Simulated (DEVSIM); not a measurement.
System: Schottky contact on n-type β-Ga2O3, at 350 K.

Layer 1 from the left is β-Ga2O3, thickness (μm) 0.380, Nd (cm⁻³) 9.9e15, τn (s) 4.2e-10, τp (s) 4.2e-10.

Left contact: Schottky, work function 5.07 eV, emission velocity 3.5e6 cm/s. Right contact: ohmic. Voltage is applied to the left contact. Recombination: SRH at mid-gap, radiative. Mobility is μmin + (μ − μmin)/(1 + (N/Nref)^α).

This is a model device: material constants are rounded textbook-type values typed into the input, and sizes, dopings and lifetimes were drawn at random. Values at 300 K; Nc and Nv go as T^1.5, mobilities as T to minus their exponent, the gap by Varshni's rule with the affinity fixed.

β-Ga2O3: gap (eV) 4.8, affinity (eV) 4, permittivity 10, Nc (cm⁻³) 3.7e18, Nv (cm⁻³) 5e20, μn (cm²/Vs) 160, μp (cm²/Vs) 1, μn,min 20, μp,min 0.1, Nref,n 1e18, Nref,p 1e18, αn 0.8, αp 0.8, T exponent of μn 1.8, T exponent of μp 1.5, B (cm³/s) 1e-12, Varshni α (eV/K) 0.0004, Varshni β (K) 600.

DEVSIM, 1D drift-diffusion, Boltzmann statistics, complete ionisation; no tunnelling, impact ionisation, image-force lowering or self-heating. Metal contacts follow the ideal Schottky-Mott rule: no Fermi-level pinning, no interface dipoles.

Dark forward current:

| |V| (V) | |J| (A/cm²) |
|---|---|
| 0.05 | 2.787e-9 |
| 0.10 | 1.720e-8 |
| 0.15 | 9.180e-8 |
| 0.20 | 4.774e-7 |
| 0.25 | 2.467e-6 |
| 0.30 | 1.271e-5 |
| 0.35 | 6.535e-5 |
| 0.40 | 0.0003349 |
| 0.45 | 0.001709 |
| 0.50 | 0.008675 |
| 0.55 | 0.04370 |
| 0.60 | 0.2175 |
| 0.65 | 1.060 |
| 0.70 | 4.935 |
| 0.75 | 20.60 |
| 0.80 | 68.52 |
| 0.85 | 167.6 |
| 0.90 | 314.7 |
| 0.95 | 495.6 |
| 1.00 | 698.0 |
| 1.05 | 914.3 |
| 1.10 | 1140 |
| 1.15 | 1371 |
| 1.20 | 1607 |
| 1.25 | 1846 |
| 1.30 | 2087 |

Problem. Work out the local ideality factor n = ΔV / (kT/q · ln(J2/J1)) between the rows 0.15 and 0.20 V, 1.25 and 1.30 V.

Solution. kT/q = 30.16 mV. From 0.15 to 0.20 V: ln(4.774e-7/9.180e-8) = 1.649, n = 1.01, near the 1 of diffusion or emission over a barrier. From 1.25 to 1.30 V: ln(2087/1846) = 0.123, n = 13.51; the layers' resistance at their doping, Σ W/(qμN) = 0.00020 Ω cm², would take 49 mV of this step of 50 mV.

Problem. Estimate the current at 0.40 V for emission alone, J0 = q v N_band exp(−φB/kT), and read the barrier back from the simulated current.

Solution. φB = 1.070 eV, N_band = 4.66e18 cm⁻³, J0 = 1.02e-9 A/cm²; J = J0 (exp(qV/kT) − 1) = 0.000588 A/cm². The simulation gives 0.000335 A/cm²; the estimate lies 76 % above. Read backwards, the simulated current gives an apparent barrier of 1.087 eV. The estimate leaves out transport through the depletion region and minority injection.
